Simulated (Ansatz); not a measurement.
The reference is KCl in the rock salt structure (space group Fm-3m, No. 225; a = 6.243 Å).

All numbers come from PBEsol (Ansatz, a program for electronic structure; PAW; 420 eV plane waves; no spin-orbit coupling).

Before the change:

The electron mass is 0.43 mₑ (at Γ) and the band gap is 5.10 eV.

It is then changed as follows: hydrostatic tension (pressure −2 GPa).

Q: What does the calculation give for the electron mass after the change?

A: The electron mass goes from 0.43 mₑ (at Γ) to 0.46 mₑ (at Γ).

Q: Predict the new band gap.

A: The band gap shrinks by 0.47 eV, from 5.10 eV to 4.63 eV.

Load acts through the strain it causes; cell and atoms are relaxed under it. Masses are band curvatures over ±0.01 Å⁻¹ around the edge. No phonon test of stability was made.
